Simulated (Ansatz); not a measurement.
Consider Hf in the hcp (Mg type) structure (space group P6_3/mmc, No. 194; a = 3.117 Å, c = 4.950 Å; relaxed with 0.1 eV smearing). Axes: x lies along a and z along c of the hexagonal cell.

Level of theory: Ansatz (a first-principles code) LDA, spin-orbit coupling left out.

Base values:

* **Pressure**: 0.0 GPa

Modification: the cell is stretched by 1.00 % along z with no lateral relaxation; the atoms relax in the strained cell.

Problem. Predict the new pressure.

Solution. The pressure (mean of the normal stresses, compression positive) goes from zero to -1.2 GPa.

Problem. What does the calculation give for the energy relative to the base after the change?

Solution. The energy grows by 1.4 meV/atom.

Stability against distortions was not tested. The final runs are not spin-polarised.
